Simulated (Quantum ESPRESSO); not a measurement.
## Pressure against volume in rock-salt MgS (space group 225) (Quantum ESPRESSO, PBE)

```yaml
crystal:
  lattice:
    - [0.00000, 2.55377, 2.55377]
    - [2.55377, 0.00000, 2.55377]
    - [2.55377, 2.55377, 0.00000]
  atoms:
    - { symbol: Mg, position: [0.00000, 0.00000, 0.00000] }
    - { symbol: S, position: [0.50000, 0.50000, 0.50000] }
```

Method of the run: PBE, GBRV 1.5 ultrasoft (PBE) pseudopotentials (plane waves; Quantum ESPRESSO). Settings: ecutwfc = 52 Ry; ecutrho = 260 Ry; occupations = smearing; smearing = fd; degauss = 0.000734986 Ry; potentials = {Mg: mg_pbe_v1.4.uspp.F.UPF, S: s_pbe_v1.4.uspp.F.UPF}; K_POINTS = automatic 11 11 11 0 0 0; conv_thr = 1e-10 Ry; mixing_beta = 0.7. The cell above is the first row's. The rows scale it uniformly. In all rows fractional positions and the k mesh are held.

| V (Å^3/atom) | P (GPa) |
|---|---|
| 16.655 | 5.96 |
| 17.017 | 3.95 |
| 17.379 | 2.14 |
| 17.741 | 0.50 |
| 18.103 | -0.98 |
| 18.465 | -2.31 |
| 18.827 | -3.51 |
| 19.189 | -4.59 |
| 19.552 | ? |

Q: Using a cubic, estimate the missing P at V = 19.552 from the other rows, showing the fit.

A: With u = V - 17.9, the rows have u = -1.2450, -0.8830, -0.5210, -0.1590, 0.2030, 0.5650, 0.9270, 1.2890. Least squares gives P = -0.169 - 4.1070·u + 0.5911·u² - 0.0511·u³. Residuals (row less fit): 0.001, -0.004, 0.002, 0.001, -0.001, 0.000, -0.001, 0.000; standard error 0.002 (degrees of freedom: 4). The fitted pressure is zero at V0 = 17.86, where dP/dV = -4.156, so B0 = -V0·dP/dV = 74.2 GPa. At the withheld row, u = 1.6520, so P = -0.169 - 4.1070 × 1.6520 + 0.5911 × 1.6520² - 0.0511 × 1.6520³ = -5.571 GPa. The calculation gives -5.57 GPa, which the fit meets to the printed digits. The row lies outside the fitted rows, so this is an extrapolation. From the scatter of the fitted rows alone, a prediction at this place has a standard error of 0.006 GPa, so the miss is 0.2 times that.

Carrying the step between the two nearest rows on in a straight line would have given -5.67, off by 0.10; series whose last step already gives the withheld value aren't shown. The scan was laid around a cell of about the measured size, scaled by a guess for this functional. The runs keep the symmetry of the cell, so they don't test it for distortions. Cutoffs and mesh are single choices, not tested for convergence of this quantity. Series with a scatter that would blur these digits, or in which a gap closes, are not shown.
